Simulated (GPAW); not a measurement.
Checking a run of GPAW on Na₆ZnSn₂ (C2/m, 9 atoms in the cell). The aim is a self-consistent single point with DFT LDA (Perdew-Wang 92), plane waves, GPAW PAW datasets LDA (gpaw-data 1.0.1).

Cell that was meant: a = 5.7337 Å, b = 5.7337 Å, c = 9.3160 Å, α = 97.09°, β = 97.09°, γ = 57.02°.

Part of the input:

```python

calc = GPAW(mode={'name': 'pw', 'ecut': 850},
            xc='LDA',
            occupations={'name': 'methfessel-paxton', 'width': 0.1, 'order': 0},
            nbands=-17,
            convergence={'density': 1e-05, 'energy': 1e-05},
            symmetry={'symmorphic': False, 'tolerance': 0.0005},
```

The program printed (abridged):

```
Input parameters:
  convergence: {density: 1e-05,
                energy: 1e-05}
  maxiter: 150
  mode: {ecut: 850,
         name: pw}
   [... lines left out ...]
   8 Na     7.792478    0.000000    3.774357    ( 0.0000,  0.0000,  0.0000)

Unit cell:
           periodic     x           y           z      points  spacing
  1. axis:    yes    5.038500   -2.736650    0.000000    40     0.1200
  2. axis:    yes    5.038500    2.736650    0.000000    40     0.1200
  3. axis:    yes   -1.307807    0.000000    9.223746    63     0.1464

  Lengths:   5.733737   5.733737   9.316000
  Angles:   97.086113  97.086113  57.016996

Effective grid spacing dv^(1/3) = 0.1361
     iter     time        total  log10-change:
                         energy   eigst   dens
iter:   1 --:--:--   -15.560976
iter:   2 --:--:--   -15.266741   -1.02  -1.16
iter:   3 --:--:--   -14.258404   -1.62  -1.21
iter:   4 --:--:--   -14.165229   -2.96  -1.57
iter:   5 --:--:--   -14.002512   -2.33  -1.59
   [... 5 lines left out ...]
iter:  11 --:--:--   -13.943936   -4.83  -2.72
iter:  12 --:--:--   -13.943061   -5.34  -2.85
iter:  13 --:--:--   -13.942229   -5.28  -2.96
iter:  14 --:--:--   -13.942077   -5.60  -3.03
iter:  15 --:--:--   -13.941793c  -5.42  -3.10
iter:  16 --:--:--   -13.941846c  -5.97  -3.43
iter:  17 --:--:--   -13.942011c  -6.52  -3.51
iter:  18 --:--:--   -13.942223c  -6.97  -3.57
iter:  19 --:--:--   -13.942232c  -7.27  -3.75
iter:  20 --:--:--   -13.942203c  -7.23  -3.82
iter:  21 --:--:--   -13.942155c  -7.03  -3.93
iter:  22 --:--:--   -13.942152c  -8.00c -4.65
iter:  23 --:--:--   -13.942155c  -8.25c -4.71
iter:  24 --:--:--   -13.942161c  -8.69c -4.75
iter:  25 --:--:--   -13.942162c  -8.91c -4.84
iter:  26 --:--:--   -13.942154c  -8.79c -4.95
iter:  27 --:--:--   -13.942151c  -9.02c -5.11c
Converged after 27 iterations.

Dipole moment: (-0.000000, -0.000000, 0.000000) |e|*Ang

Energy contributions relative to reference atoms: (reference = -410911.326591)

Kinetic:        +20.589019
Potential:       -8.529994
External:        +0.000000
XC:             -25.779198
Entropy (-ST):   -0.132787
Local:           -0.155584
SIC:             +0.000000
--------------------------
Free energy:    -14.008544
Extrapolated:   -13.942151

 Band  Eigenvalues  Occupancy
   [... 55 lines left out ...]

Fermi level: 2.02754

Gap: 0.063 eV
Transition (v -> c):
  (s=0, k=0, n=40, [0.00, 0.00, 0.00]) -> (s=0, k=0, n=41, [0.00, 0.00, 0.00])
No difference between direct/indirect transitions
Energy (eV): -13.942151

Forces in eV/Ang:
  0 Sn   -0.14013    0.00000   -1.65940
   [... lines left out ...]
  4 Na    0.11590    0.00000   -0.07760
  5 Na    0.00479    0.00000    0.17013
  6 Na   -0.00479    0.00000   -0.17013
  7 Na   -0.09494    0.00000   -0.29981
  8 Na    0.09494    0.00000    0.29981

Stress tensor:
    -0.035593    -0.000000     0.001271
    -0.000000    -0.012329     0.000000
     0.001271     0.000000    -0.006480
Stress (GPa, Voigt): [-5.7026 -1.9753 -1.0382  0.      0.2037 -0.    ]
```

**Question.** Is anything amiss in this input, and did it matter?

**Answer.** The run is not sound. The fault is a single k-point for a small metallic cell. One k-point cannot sample the Fermi surface of a small cell. To fix it, use a converged k-point mesh. The run converged in 27 iterations without an error; against the sound input the free energy rises by 858 meV/atom, the pressure goes from -1.54 to 2.91 GPa and the largest force goes from 0.116 to 1.665 eV/Å.

The sound input it was made from differs as follows (other fixes are possible):
```diff
+            kpts=(5, 5, 3),
```

With that input, the run converged in 25 iterations: free energy E − TS (from the program's reference atoms) -21.7340 eV; Fermi level (on the code's own zero) 2.05 eV; pressure -1.54 GPa; largest force (vector length) 0.116 eV/Å (DFT LDA (Perdew-Wang 92), plane waves, GPAW PAW datasets LDA (gpaw-data 1.0.1)).

On the sound input: the starting cell comes from a database of published, mostly measured structures (it also holds non-ambient and calculated ones), without a prior relaxation at this level. The log's line on a gap gives a spacing of levels on this mesh, which the program prints for metals too.
